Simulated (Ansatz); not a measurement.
## Point defect Si vacancy in fluorite-type CoSi2

The numbers are results of PBE, PAW (plane waves to 420 eV; Ansatz, a quantum-chemistry and plane-wave program), not measurements. Cell and caveats: 96-site cell; 4×4×4 shifted k-points; start: the Si site; no Hubbard U; not converged in cell size; the relaxation kept the symmetry of the starting site.

Neighbours after relaxation, in Å: of the emptied site: Co 2.18, Co 2.18, Co 2.18, Co 2.18.

Formation energies E_f are those of the neutral cell. Chemical conditions: Co-richest allowed (Δμ(Si) = -0.19 eV, bounded by CoSi (P2_13); only phases computed here count, gases as isolated molecules at 0 K); Si-rich (Δμ(Si) = 0.00 eV; only phases computed here count, gases as isolated molecules at 0 K). Reference phases: Si: silicon.

| charge | moment (μB) | point group | largest move off a lattice site (Å) | E_f, Co-richest allowed (eV) | E_f, Si-rich (eV) |
|---|---|---|---|---|---|
| 0 | not spin-polarised | Td | 0.14 | 1.98 | 2.18 |

Point groups are those of the whole cell at tolerances of 0.03 and 0.1 Å ("near" where only the looser one holds); none is given for unsettled states.

All states together cost around 60 core-minutes (rough).
